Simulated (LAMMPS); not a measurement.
LAMMPS 22 Jul 2025, classical MD, Buckingham with full ionic charges: MgO, 13824 atoms.

```text
units metal
atom_style charge
read_data unit.data
replicate 12 12 12
pair_style buck/coul/long 10.0
pair_coeff 1 1 0.0 1.0 0.0
pair_coeff 1 2 1428.5 0.2945 0.0
pair_coeff 2 2 22764.0 0.149 27.88
kspace_style pppm 0.0001
velocity all create 2400 4928 dist gaussian loop geom
fix 1 all nve
fix 2 all langevin 1200 1200 0.04 9876 zero yes
timestep 0.001
thermo 100
run 300
reset_timestep 0
write_restart start.rst
```

```text
read_restart start.rst
pair_style buck/coul/long 10.0
pair_coeff 1 1 0.0 1.0 0.0
pair_coeff 1 2 1428.5 0.2945 0.0
pair_coeff 2 2 22764.0 0.149 27.88
kspace_style pppm 0.0001
neighbor 2.0 bin
neigh_modify every 1 delay 0 check yes
fix 1 all nve
timestep 0.001
thermo_style custom step temp pe etotal press
thermo_modify format float %.10g
thermo 100
group probe id 1:48
dump probe probe custom 1000000 forces.txt id fx fy fz
dump_modify probe sort id format float %.8g
run 500
```

box: 50.5 × 50.5 × 50.5 Å.

start: generated rock salt lattice, warmed in an untimed run.

Compared values: energy and forces of the first step, drift over the run.

It runs on a single node (Arm Neoverse V2, 96 cores on 1 socket, no SMT, 1 L3 cache group).

Each time is the median wall time of two to five repeats, run one at a time on the otherwise empty machine; start-up is included. Unless noted, each process is bound to its own block of adjacent cores. The times hold for this build (PyPI wheel: MPICH, OPENMP and OPT packages). Scratch files lie in a memory file system. A preparatory run goes ahead and isn't timed.

Measured so far:

```
cores    layout  wall time
-----  --------  ---------
2       2 ranks       21 s
4       4 ranks       11 s
8       8 ranks      5.8 s
16     16 ranks      3.1 s
32     32 ranks      1.8 s
```

Problem. Still to be tried: 48 ranks; 64 ranks; 88 ranks. At which core count does adding cores stop paying, taking 50 % parallel efficiency as the bar?

Solution. Efficiency, counted from 2 cores, stays above one half up to 64 cores and is 41 % at 88. The shortest time, 1.1 s, comes at 64 cores (88: level within 8 % or the scatter of repeats). The share that grows most is that of start and exit outside the program's clock: from 1.1 % of the time on 2 cores to 26 % on 88. The largest part on 88 cores, pair forces (Pair), takes 18 s on 2 and 0.40 s there.

| cores | layout | wall time | speed-up over 2 | efficiency | core-seconds |
|---|---|---|---|---|---|
| 2 | 2 ranks | 21 s | 1.0× | 100 % | 43 |
| 4 | 4 ranks | 11 s | 1.9× | 96 % | 44 |
| 8 | 8 ranks | 5.8 s | 3.7× | 92 % | 46 |
| 16 | 16 ranks | 3.1 s | 6.8× | 85 % | 50 |
| 32 | 32 ranks | 1.8 s | 12× | 75 % | 57 |
| 48 | 48 ranks | 1.3 s | 16× | 66 % | 65 |
| 64 | 64 ranks | 1.1 s | 19× | 60 % | 71 |
| 88 | 88 ranks | 1.2 s | 18× | 41 % | 100 |
